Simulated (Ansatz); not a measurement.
Consider these faces of fluorite-type NiSi2, relaxed from ideal cuts in 1x1 cells: (110), (111), (211).

Level of theory: PBE (plane waves to 420 eV, PAW; Ansatz, a quantum-chemistry and plane-wave program).

Order them by surface energy (lowest first) at the level PBE.

(111) (1.00 J/m²), (110) (1.09 J/m²), (211) (1.24 J/m²)
